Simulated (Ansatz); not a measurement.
## Ag2S, thickness series

The reference is Ag2S in the anti-fluorite structure (space group Fm-3m, No. 225; a model cell, its experimental status unchecked).

```
Ag2S
1.0
    0.00000     3.04510     3.04510
    3.04510     0.00000     3.04510
    3.04510     3.04510     0.00000
S Ag
1 2
Cartesian
  0.00000   0.00000   0.00000
  1.52255   1.52255   1.52255
  4.56765   4.56765   4.56765
```

Cartesian axes are those of the cell as printed.

Free-standing slabs (3 atom(s) a layer) normal to [111] with 15 Å of vacuum; in-plane cell held at bulk.

Calculations: PBEsol in Ansatz (plane waves to 420 eV, PAW, no spin-orbit coupling), earlier PAW set.

Notes on the quantities. excess energy per area of both faces: slab less bulk energy over the cell's area: twice a surface energy; uncertain by up to 0.2 J/m².

| change | excess energy per area of both faces | shortest interatomic distance | change of the spacing d23 from its bulk value of 0.879 Å | change of the spacing d12 from its bulk value of 0.879 Å | thickness between the outermost nuclei |
|---|---|---|---|---|---|
| base | – | 2.637 Å | – | – | – |
| 1 layer | – | [?] | – | -34.7 % | 1.15 Å |
| 2 layers | 0.34 J/m² | 2.489 Å | +66.9 % | -112.9 % | 4.06 Å |
| 3 layers | 0.5 J/m² | 2.487 Å | +43.2 % | -95.0 % | 7.65 Å |
| 4 layers | 0.4 J/m² | 2.487 Å | +60.0 % | [?] | 10.95 Å |
| 5 layers | 0.5 J/m² | 2.486 Å | +47.9 % | -98.9 % | 14.58 Å |
| 6 layers | 0.4 J/m² | 2.486 Å | +53.4 % | -102.8 % | 17.99 Å |

Task: Fill in the withheld entries from the trend.

Result: 
- 1 layer, shortest interatomic distance: 2.552 Å
- 4 layers, change of the spacing d12 from its bulk value of 0.879 Å: -107.9 %

Slab and bulk use different k-meshes, which limits the precision of the excess energy. Whether these cells are dynamically stable was not tested. All final runs are without spin polarisation. This is not the structure that Ag2S has at room temperature and ambient pressure.

Ansatz is a program for electronic structure.
